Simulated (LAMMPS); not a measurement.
An MD run on Ni (fcc), 256 atoms, at 1040 K and 0 GPa, heated as the crystal.

All values are model results, not measurements: MD with a machine-learned potential, pair style snap, file Ni_Zuo_JPCA2020.snap; code LAMMPS.

Starting crystal:

Ni is modelled in the cubic space group Fm-3m (No. 225), the fcc (Cu type) structure, Pearson symbol cF4. Cell: a = 3.520 Å, b = 3.520 Å, c = 3.520 Å, α = 90.00°, β = 90.00°, γ = 90.00°. Ni on 4a sees 12 Ni at 2.489 Å (cuboctahedral). (Neighbours: up to the widest gap in distance over summed covalent radii, below 1.35, at either atom.)

Question: Predict the volume per atom, the mean frequency of the velocity spectrum, the coordination number, the most common Ni-Ni-Ni angle, the density.

Answer: volume per atom: 11.276 ± 0.003 Å³; mean frequency of the velocity spectrum: 5.9 THz; coordination number: 12.0 (counted to 3.06 Å); most common Ni-Ni-Ni angle: in the 3° bin centred on 58.5° (mean of all 97°); density: 8.643 ± 0.002 g/cm³.
